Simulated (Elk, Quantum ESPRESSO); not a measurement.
An Elk input for a self-consistent single point of PdAu3 (Pm-3m, 4 atoms in the cell) (DFT, LDA (PW92), all-electron FP-LAPW, Elk's shipped species files, APW+lo basis with extra local orbitals):

```
tasks
  0

tforce
  .true.

rgkmax
  8.0

gmaxvr
  18.0

lmaxapw
  10

lmaxo
  8

nxlo
  2

lorbcnd
  .true.

lradstp
  2

nrmtscf
  2.0

lmaxi
  4

stype
  0

swidth
  0.00999582

maxscl
  100

avec
    7.6932262314    0.0000000000    0.0000000000
    0.0000000000    7.6932262314    0.0000000000
    0.0000000000    0.0000000000    7.6932262314

atoms
  2
  'Pd.in'
  1
  0.0000000000  0.0000000000  0.0000000000    0.0 0.0 0.0
  'Au.in'
  3
  0.0000000000  0.5000000000  0.5000000000    0.0 0.0 0.0
  0.5000000000  0.0000000000  0.5000000000    0.0 0.0 0.0
  0.5000000000  0.5000000000  0.0000000000    0.0 0.0 0.0

ngridk
  11 11 11
```

Task: Translate this input to Quantum ESPRESSO.

Result: One input that does it (others would too):

```fortran
&CONTROL
   calculation = 'scf'
   prefix = 'pdau3'
   outdir = './tmp/'
   pseudo_dir = './'
   tprnfor = .true.
   tstress = .true.
/
&SYSTEM
   ibrav = 1
   A = 4.0710800000
   nat = 4
   ntyp = 2
   ecutwfc = 40
   ecutrho = 320
   occupations = 'smearing'
   smearing = 'gauss'
   degauss = 0.019992
/
&ELECTRONS
   conv_thr = 1e-10
   mixing_beta = 0.3
/
ATOMIC_SPECIES
Pd   106.4200  pd_lda_v1.4.uspp.F.UPF
Au   196.9666  au_lda_v1.uspp.F.UPF
ATOMIC_POSITIONS {bohr}
Pd    0.0000000000    0.0000000000    0.0000000000
Au    0.0000000000    3.8466131157    3.8466131157
Au    3.8466131157    0.0000000000    3.8466131157
Au    3.8466131157    3.8466131157    0.0000000000
K_POINTS {automatic}
11 11 11  0 0 0
```

Basis settings and potentials, where a program has them, do not carry over. This input uses DFT, LDA (PZ), plane waves, GBRV 1.5 ultrasoft (LDA) pseudopotentials. LDA parametrisations can differ slightly between programs.

The starting cell comes from a database of computed structures (which also holds hypothetical and non-ambient phases and stackings), without a prior relaxation at this level.
